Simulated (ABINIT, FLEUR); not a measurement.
An ABINIT input for a self-consistent single point of Tl (P6_3/mmc, 4 atoms in the cell) (DFT, PBE, plane waves, norm-conserving pseudopotentials (PseudoDojo nc-sr-05 PBE standard)):

```
# Tl, PseudoDojo nc-sr-05 PBE standard
pp_dirpath "./"
pseudos "Tl.upf"
acell 3.4767109725 3.4767109725 11.1630830000 Angstrom
rprim
         1.0000000000    0.0000000737    0.0000000000
        -0.5000000639    0.8660253669    0.0000000000
         0.0000000000    0.0000000000    1.0000000000
natom 4
ntypat 1
znucl 81
typat 1 1 1 1
xred
         0.0000000000    0.0000000000    0.0000000000
         0.0000000000    0.0000000000    0.5000000000
         0.3333333333    0.6666666667    0.2500000000
         0.6666666667    0.3333333333    0.7500000000
ecut 30
occopt 7
tsmear 0.00183747
nband 34
kptopt 1
ngkpt 7 7 2
nshiftk 1
shiftk 0 0 0
nstep 80
tolvrs 1.0e-11
prtwf 0
prtden 0
prtvol 1
```

Question: Write the same calculation as an input for FLEUR.

Answer: This is the input that was run; spellings and numerical settings could be chosen otherwise.

Input of the input generator:

```
Tl FLAPW
&input film=f /
6.5700315525 0.0000004845 0.0000000000
-3.2850161958 5.6898139859 0.0000000000
0.0000000000 0.0000000000 21.0951695765
1.0
1.0 1.0 1.0

4
81 0.0000000000 0.0000000000 -0.0000000000
81 0.0000000000 0.0000000000 0.5000000000
81 0.3333333333 0.6666666667 0.2500000000
81 0.6666666667 0.3333333333 0.7500000000

&comp jspins=1 /
&kpt div1=7 div2=7 div3=2 gamma=t /
&end /
```

```xml
<?xml version="1.0" encoding="UTF-8" standalone="no"?>
<fleurInput fleurInputVersion="0.39">
   <comment>
      Tl FLAPW                                                                                            
   </comment>
   <calculationSetup>
      <cutoffs Kmax="3.8" Gmax="15.2" GmaxXC="15.2" numbands="0"/>
      <scfLoop itmax="60" minDistance="0.00001" maxIterBroyd="25" imix="Anderson" alpha="0.05" precondParam="0.0" spinf="2.0"/>
      <coreElectrons ctail="T" frcor="F" kcrel="0" coretail_lmax="0"/>
      <xcFunctional name="pbe" relativisticCorrections="F"/>
      <magnetism jspins="1"/>
      <soc l_soc="F" theta="0.0" phi="0.0" spav="F"/>
      <expertModes spex="0" secvar="F"/>
      <geometryOptimization l_f="T" forcealpha="1.0" forcemix="BFGS" epsdisp="0.00001" epsforce="0.00001"/>
      <ldaU l_linMix="F" mixParam="0.05" spinf="1.0"/>
   </calculationSetup>
   <cell>
      <bzIntegration valenceElectrons="52.0" mode="gauss" fermiSmearingEnergy="0.00183747">
         <kPointListSelection listName="default-1"/>
         <!-- k-points included here -->
         <xi:include xmlns:xi="http://www.w3.org/2001/XInclude" href="kpts.xml"> </xi:include>
      </bzIntegration>
      <!-- symmetry operations included here -->
      <xi:include xmlns:xi="http://www.w3.org/2001/XInclude" href="sym.xml"> </xi:include>
      <bulkLattice scale="1.0">
         <bravaisMatrix>
            <row-1>    6.5700315524999997     0.0000004845000000     0.0000000000000000</row-1>
            <row-2>   -3.2850161957999999     5.6898139858999999     0.0000000000000000</row-2>
            <row-3>    0.0000000000000000     0.0000000000000000    21.0951695764999982</row-3>
         </bravaisMatrix>
      </bulkLattice>
   </cell>
   <atomSpecies>
      <species name="Thallium (Tl)" element="Tl" atomicNumber="81">
         <mtSphere radius="2.68" gridPoints="925" logIncrement="0.015"/>
         <atomicCutoffs lmax="10" lnonsphr="8"/>
         <electronConfig flipSpins="F">
            <coreConfig>(1s1/2) (2s1/2) (2p1/2) (2p3/2) (3s1/2) (3p1/2) (3p3/2) (4s1/2) (3d3/2) (3d5/2) (4p1/2) (4p3/2) (5s1/2) (4d3/2) (4d5/2) (4f5/2) (4f7/2) (5p1/2) (5p3/2)</coreConfig>
            <valenceConfig>(6s1/2) (5d3/2) (5d5/2) (6p1/2) (6p3/2)</valenceConfig>
            <stateOccupation state="(6p1/2)" spinUp="0.1666666666667" spinDown="0.1666666666667"/>
            <stateOccupation state="(6p3/2)" spinUp="0.3333333333333" spinDown="0.3333333333333"/>
         </electronConfig>
         <energyParameters s="6" p="6" d="6" f="5"/>
         <lo type="SCLO" l="2" n="5" eDeriv="0"/>
      </species>
   </atomSpecies>
   <atomGroups>
      <atomGroup species="Thallium (Tl)">
         <relPos label="                   1">.0000000000 .0000000000 .0000000000</relPos>
         <relPos label="                   2">.0000000000 .0000000000 1.000/2.000</relPos>
         <force calculate="T" relaxXYZ="TTT"/>
      </atomGroup>
      <atomGroup species="Thallium (Tl)">
         <relPos label="                   3">1.000/3.000 -1.000/3.000 1.000/4.000</relPos>
         <relPos label="                   4">-1.000/3.000 1.000/3.000 -1.000/4.000</relPos>
         <force calculate="T" relaxXYZ="TTT"/>
      </atomGroup>
   </atomGroups>
   <output dos="F" band="F" slice="F">
      <checks vchk="F" cdinf="F"/>
      <bandDOS minEnergy="-.5*Htr" maxEnergy="0.5*Htr" sigma="0.015" storeEVData="T"/>
      <vacuumDOS vacdos="F" integ="F" star="F" nstars="0" locx1="0.0" locy1="0.0" locx2="0.0" locy2="0.0" nstm="0" tworkf="0.0"/>
      <unfoldingBand unfoldBand="F" supercellX="1" supercellY="1" supercellZ="1"/>
      <plotting iplot="0" polar="F">
         <plot TwoD="T" vec1="  1.0  0.0  0.0" vec2="  0.0  1.0  0.0" vec3="  0.0  0.0  1.0" zero="  0.0  0.0  0.0" file="plot"/>
      </plotting>
      <chargeDensitySlicing numkpt="0" minEigenval="0.0" maxEigenval="0.0" nnne="0" pallst="F"/>
      <specialOutput eonly="F"/>
      <magneticCircularDichroism mcd="F" energyLo="-10.0" energyUp="0.0"/>
   </output>
  <!-- We include the file relax.xml here to enable relaxations (see documentation) -->
  <xi:include xmlns:xi="http://www.w3.org/2001/XInclude" href="relax.xml"> <xi:fallback/> </xi:include>
</fleurInput>
```

Basis settings and potentials, where a program has them, do not carry over. This input uses DFT, PBE, all-electron FLAPW (FLEUR), scalar-relativistic valence.

The starting cell comes from a database of computed structures (which also holds hypothetical and non-ambient phases and stackings), without a prior relaxation at this level. Its lattice was rescaled by a random factor within 2.5 % of one.
